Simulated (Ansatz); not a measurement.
# What biaxial strain −1.25 %, plane normal [111], relaxed out of plane does to HgSe

The parent structure is HgSe in the zinc blende structure (space group F-43m, No. 216; a = 6.133 Å). Axes: x, y, z lie along the cube axes.

Now apply this change: compressive biaxial strain of 1.25 % in the plane normal to [111], as in epitaxy on a mismatched substrate; the out-of-plane cell vector and the atoms relax.

Method: plane-wave PAW DFT at the PBEsol level (Ansatz, an electronic-structure program, 420 eV), without spin-orbit coupling. k-mesh 9×9×9 (Γ-centred); smearing 0.05 eV (Fermi–Dirac).

* **Volume per atom**: 28.44 Å³ (base 28.83 Å³)
* **Shortest interatomic distance**: 264.3 pm (base 265.6 pm)
* **Energy relative to the base (free energy F)**: +2.4 meV/atom
* **Band gap**: zero (base zero)
* **Out-of-plane strain**: +1.16 % (rough)
* **Mean in-plane stress (compression positive)**: +1.1 GPa (rough)

Final structure (turned so that z lies along the plane normal):

```
CELL_PARAMETERS angstrom
      4.28233     0.00000     0.00000
      2.14116     3.70860     0.00000
      2.14116    -1.23620     3.58196
ATOMIC_POSITIONS crystal
  Hg 0.99599 0.00201 0.00602
  Se 0.50401 0.24799 0.74398
```

The mesh was chosen for an insulator and is coarse for the gapless case. Without a gap, meshes like the base's 9×9×9 leave anisotropic stresses uncertain by several tenths of a GPa, and small strain energies with them. With Hg present, leaving out spin-orbit coupling can change the band edges. No phonon test of stability was made. All final runs are without spin polarisation. The zero or small gap of HgSe can change with the level of theory.
